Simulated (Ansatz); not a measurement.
The starting structures come from a database of crystals and need not be the phases stable at ambient conditions.

```
CELL_PARAMETERS angstrom
      5.74471     0.00000     0.00000
      0.00000    12.02598     0.00000
      0.00000     2.74420     5.04689
ATOMIC_POSITIONS crystal
  Al 0.50000 0.25000 0.75000
  Al 0.00000 0.75000 0.75000
  Cu 0.50000 0.00000 0.50000
  Cu 0.50000 0.50000 0.00000
  Br 0.26054 0.12625 0.10588
  Br 0.23213 0.87375 0.86571
  Br 0.73946 0.12625 0.64162
  Br 0.76787 0.87375 0.38679
  Br 0.73946 0.37375 0.85838
  Br 0.76787 0.62625 0.11321
  Br 0.26054 0.37375 0.39412
  Br 0.23213 0.62625 0.63429
```

Space group of this cell: P-42c. The cell is taken as given.

Transport runs along the normal of the first two printed cell vectors, the (101) plane of the conventional cell.

The gap is the functional's own, uncorrected, and κ follows it; spin-orbit coupling is left out. Mid-gap values are interpolated between the computed energies.

Task: Predict the band gap and the smallest decay constant κ at mid-gap from r2SCAN (Ansatz, a first-principles code).

Result: Gap 2.71 eV on a 6×6×6 mesh; κ = 0.269 1/Å, at the zone centre.
